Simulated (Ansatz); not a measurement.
# Wire resistance of BaZn (Pm-3m) and of Mo

BaZn (Pm-3m): ρ₀ = 24.0 μΩ·cm, ℓ = 5.61 nm. Mo (Im-3m): ρ₀ = 5.36 μΩ·cm, ℓ = 12.6 nm. Both at 300 K by PBEsol, DFPT electron-phonon coupling, linearised Boltzmann equation (plane waves, PAW, scalar-relativistic; Ansatz, a quantum-chemistry and plane-wave program); third figures are kept for the arithmetic, and halving the electron mesh moves ρ₀ by up to 1 and 1 % at 300 K, and ℓ by up to 1 and 2 % (the most at any temperature). Cell of BaZn (Pm-3m): a = 3.9833 Å, b = 3.9833 Å, c = 3.9833 Å, α = 90.00°, β = 90.00°, γ = 90.00°. On Mo: eigensolver warning.

Square wire of width d: ρ(d) = ρ₀ + ρ₀ℓ [3(1 − p)/(4d) + 3R/(2D(1 − R))], with p = 0, R = 0.5, D = d.

Question: What are ρ₀ℓ and ρ(d)?

Answer: With D = d the size term is Kρ₀ℓ/d, K = 0.75 × 1.0 + 1.5 × 0.5/0.50 = 2.25. BaZn (Pm-3m): ρ₀ℓ = 13.5×10⁻¹⁶ Ω·m², ρ = 24.0 + 303/d. Mo: 6.75×10⁻¹⁶ Ω·m², ρ = 5.36 + 152/d (μΩ·cm, d in nm).

Question: By these numbers, below which width does BaZn (Pm-3m) have the lower resistivity?

Answer: Nowhere: neither ρ₀ nor ρ₀ℓ of BaZn (Pm-3m) lies under that of Mo.

Question: Find the resistance of 1 μm of line, ρL/d², in square trenches of width w. Take w = 9, 20, 30, 36 nm.

Answer: 
| w (nm) | ρ, BaZn (Pm-3m) (μΩ·cm) | Ω/μm, BaZn (Pm-3m) | ρ, Mo (μΩ·cm) | Ω/μm, Mo |
|---|---|---|---|---|
| 9 | 58 | 7100 | 22 | 2700 |
| 20 | 39 | 980 | 13.0 | 320 |
| 30 | 34 | 380 | 10.4 | 116 |
| 36 | 32 | 250 | 9.6 | 74 |

The line of Mo has the lower resistance at w = 9, 20, 30, 36 nm.

The formula is the first-order form of the Fuchs-Sondheimer and Mayadas-Shatzkes models for a square wire of an isotropic metal and fails where d lies far under ℓ. Neither p nor R nor D comes from the calculation. ℓ is weighted by the current that each state carries; one path shared by all states gives a smaller ρ₀ℓ, by an amount that differs from metal to metal. Impurities, surface states and whether the polymorph can be grown are outside these numbers.

Computed structure with no diffraction record at hand here (it may be known, metastable or hypothetical): BaZn (Pm-3m).
